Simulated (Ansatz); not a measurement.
The parent structure is LaAs2 (space group P2_1/c, No. 14; a cell from a computed database, its experimental status unchecked).

```
CELL_PARAMETERS angstrom
      4.25933     0.00000     0.00000
      0.00000     6.97930     0.00000
     -3.06012     0.00000    10.28044
ATOMIC_POSITIONS crystal
  La 0.91199 0.68588 0.13964
  La 0.08801 0.31412 0.86036
  La 0.08801 0.18588 0.36036
  La 0.91199 0.81412 0.63964
  As 0.46622 0.35000 0.16951
  As 0.53378 0.65000 0.83049
  As 0.53378 0.85000 0.33049
  As 0.46622 0.15000 0.66951
  As 0.28562 0.62290 0.45111
  As 0.71438 0.37710 0.54889
  As 0.71438 0.12290 0.04889
  As 0.28562 0.87710 0.95111
```

Cartesian axes are those of the cell as printed.

Computed with r2SCAN, PAW, 500 eV (Ansatz, an electronic-structure program; no SOC).

Before the change:

The band gap comes out as 0.32 eV. The smallest direct gap comes out as 0.99 eV.

Modification: tensile biaxial strain of 0.32 % in the plane normal to [001], as in epitaxy on a mismatched substrate; the out-of-plane cell vector and the atoms relax.

Task: What does the calculation give for the band gap after the change?

Result: The band gap goes up by 0.013 eV (0.32 eV → 0.34 eV).

Task: How does this affect the out-of-plane strain?

Result: The out-of-plane strain comes out as -0.23 %.

Task: Estimate the effect on the in-plane stress.

Result: The mean in-plane stress (compression positive) amounts to -0.4 GPa.

Task: How does this affect the smallest direct gap?

Result: The smallest direct gap increases by 0.02 eV (0.99 eV → 1.01 eV).

Whether these cells are dynamically stable was not tested.
